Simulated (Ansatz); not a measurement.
# Li on the F site in rock-salt LiF

Computed with PBE, PAW (plane waves to 420 eV; Ansatz, a program for electronic structure). The supercell holds 64 host sites (2×2×2 repeats of the unit cell), with a 2×2×2 shifted k-point sampling for the final energies. Site at the start: the F site. Charged cells carry a point-charge image correction with potential alignment at far atoms. Dielectric constants: PBE linear response of the host. Host gap at this level: 8.83 eV. Finite-size and sampling errors can reach tenths of an eV here. The semilocal functional narrows the gap, so deep levels can fall outside it. Spin–orbit coupling is left out. Each state is the lowest found from its start.

Formation energies E_f are given with the Fermi level at the valence-band maximum. Chemical conditions: F-rich (Δμ(F) = 0.00 eV, Δμ(Li) = -5.89 eV; only phases computed here count, gases as isolated molecules at 0 K); Li-rich (Δμ(F) = -5.89 eV, Δμ(Li) = 0.00 eV; only phases computed here count, gases as isolated molecules at 0 K). Reference phases: F: F2 molecule in a box, Li: bcc Li.

In at least one state atoms left their starting sites on relaxation (a large move, or an atom on the emptied site), so the name describes the start.

```
charge         moment (μB)  point group  largest move off a lattice site (Å)  image correction with alignment (eV)  E_f, F-rich (eV)  E_f, Li-rich (eV)
------  ------------------  -----------  -----------------------------------  ------------------------------------  ----------------  -----------------
+4†     not spin-polarised            –                                 1.86                                  2.34                 –                  –
+3*                    1.0            –                                 3.09                                     –                 –                  –
+2      not spin-polarised          C3v                                 3.09                                  0.57              2.71              -9.07
+1†                    1.0            –                                 3.05                                  0.08                 –                  –
0†      not spin-polarised            –                                 1.70                                  0.00             14.98               3.19
```

* At this level the carrier isn't localised at the defect: at charge +3 holes occupy the valence band. Such a state is shallow or no state of the defect, and this cell gives it no level.

† Not settled in this cell, so no level is given: charge +4: a level filled in part, carriers not clearly localised, a large or scattered potential alignment, level within 0.1 eV of a band edge or past it; charge +1: carriers not clearly localised; charge 0: carriers not clearly localised.

Point groups are those of the whole cell at tolerances of 0.03 and 0.1 Å ("near" where only the looser one holds); none is given for unsettled states.

Flagged in the runs: a doubtful potential alignment, a strain field that reaches the edge of the cell.

All states together cost around 50 core-minutes (rough).
